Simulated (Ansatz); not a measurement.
Base system: SnTe in the rock salt structure (space group Fm-3m, No. 225; a = 6.235 Å). Axes: x, y, z lie along the cube axes.

All numbers come from LDA (Ansatz, a program for electronic structure), no spin-orbit coupling.

Base values:

* **Pressure**: 0.00 GPa
* **Shortest interatomic distance**: 311.7 pm

One thing is altered: the cell is compressed by 1.50 % along z with no lateral relaxation, atoms relaxed at fixed cell.

Question: How does this affect the pressure, shortest interatomic distance and energy relative to the base?

Answer: The pressure (mean of the normal stresses, compression positive) goes from zero to 0.82 GPa; the shortest interatomic distance drops by 4.68 pm, from 311.7 pm to 307.1 pm; the energy increases by 3.3 meV/atom.

The cells carry an imposed strain or load. No phonon test of stability was made.
